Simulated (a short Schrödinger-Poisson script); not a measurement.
System: MOS inversion layer, SiO2 on p-type Si(111), at 400 K.

| layer | material | thickness (nm) | Na (cm⁻³) |
|---|---|---|---|
| 1 | SiO2 | 1.3 | - |
| 2 | Si | 770 | 3.1e17 |

Constants are typed, rounded textbook-type inputs, not results; the design itself was drawn at random and stands for no fabricated device. SiO2: permittivity 3.9, conduction-band edge (eV) 3.15, gap (eV) 9, electron mass (mₑ) 0.5. Si: permittivity 11.7, conduction-band edge (eV) 0, gap (eV) 1.124, Nv at 300 K (cm⁻³) 3.1e19.

Channel valleys (confinement mass, in-plane density-of-states mass, number): Δ6 0.258, 0.358, 6. At the gate the conduction-band edge of layer 1 lies 3.17 eV − eVg above the Fermi level of the channel; the field vanishes at the back. Gaps are held at their typed values at every temperature. Mesh 0.03 nm at interfaces.

Solved with a short Schrödinger-Poisson script written for these runs: 1D Poisson equation in equilibrium, electrons quantum, Hartree (BenDaniel-Duke, 12 states a valley, the channel's in-plane mass for all, wave functions free to enter the dielectric), parabolic valleys, classical holes, full ionisation, no traps, pinning or gate leakage.

The same stack at other levels of the model or other numerical settings:

| run | sheet density of all electrons at Vg = 0.85 V (cm⁻²) | sheet density of all electrons at Vg = 0.25 V (cm⁻²) | capacitance at Vg = 0.85 V (μF/cm²) | centroid of the channel electrons at Vg = 0.85 V (nm) | rough cost against the base |
|---|---|---|---|---|---|
| base | 8.13e12 | 1.38e12 | 1.99 | 1.76 | about 1 |
| electrons treated as classical, Boltzmann | 1.06e13 | 2.16e12 | 2.42 | (withheld) | 0.04 |
| electrons treated as classical, Fermi-Dirac | 1.01e13 | (withheld) | 2.27 | (withheld) | 0.2 |
| mesh six times as coarse | 8.08e12 | 1.37e12 | 1.98 | 1.78 | 0.3 |
| one subband a valley | 8.12e12 | 1.35e12 | 1.99 | 1.68 | 0.6 |

**Question.** Fill in the missing entries.

**Answer.** 
- electrons treated as classical, Fermi-Dirac, sheet density of all electrons at Vg = 0.25 V (cm⁻²): 2.11e12
- electrons treated as classical, Fermi-Dirac, centroid of the channel electrons at Vg = 0.85 V (nm): 0.74
- electrons treated as classical, Boltzmann, centroid of the channel electrons at Vg = 0.85 V (nm): 0.59

The classical rows ignore confinement, and Boltzmann statistics overrate the density once the band edge passes the Fermi level.
